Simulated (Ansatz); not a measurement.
The starting structures come from a database of crystals and need not be the phases stable at ambient conditions.

The decay constant κ of evanescent states in the gap governs leakage through a thin film.

Here is the system:

```yaml
crystal:
  lattice:
    - [5.65929, 0.00000, 0.00000]
    - [0.00000, 9.68659, 0.00000]
    - [0.00000, 3.21200, 4.56836]
  atoms:
    - { symbol: La, position: [0.53932, 0.25066, 0.25775] }
    - { symbol: La, position: [0.46068, 0.74934, 0.74225] }
    - { symbol: La, position: [0.03932, 0.24934, 0.74225] }
    - { symbol: La, position: [0.96068, 0.75066, 0.25775] }
    - { symbol: Mg, position: [0.50000, 0.00000, 0.00000] }
    - { symbol: Mg, position: [0.00000, 0.50000, 0.00000] }
    - { symbol: Ti, position: [0.00000, 0.00000, 0.50000] }
    - { symbol: Ti, position: [0.50000, 0.50000, 0.50000] }
    - { symbol: O, position: [0.47753, 0.25744, 0.82601] }
    - { symbol: O, position: [0.52247, 0.74256, 0.17399] }
    - { symbol: O, position: [0.97753, 0.24256, 0.17399] }
    - { symbol: O, position: [0.02247, 0.75744, 0.82601] }
    - { symbol: O, position: [0.71739, 0.95425, 0.34291] }
    - { symbol: O, position: [0.28261, 0.04575, 0.65709] }
    - { symbol: O, position: [0.21739, 0.54575, 0.65709] }
    - { symbol: O, position: [0.78261, 0.45425, 0.34291] }
    - { symbol: O, position: [0.79663, 0.04310, 0.73812] }
    - { symbol: O, position: [0.20337, 0.95690, 0.26188] }
    - { symbol: O, position: [0.29663, 0.45690, 0.26188] }
    - { symbol: O, position: [0.70337, 0.54310, 0.73812] }
```

Space group of this cell: P2_1/c. The cell is taken as given; by r2SCAN its mean pressure is -3.4 GPa.

Transport runs along the normal of the first two printed cell vectors.

No gap correction and no spin-orbit coupling; mid-gap values are interpolated between computed energies.

**Question.** Predict the band gap and the smallest decay constant κ at mid-gap from r2SCAN run with Ansatz (a first-principles code).

**Answer.** Gap 3.61 eV on a 6×4×8 mesh; κ = 0.400 1/Å, at the zone centre.
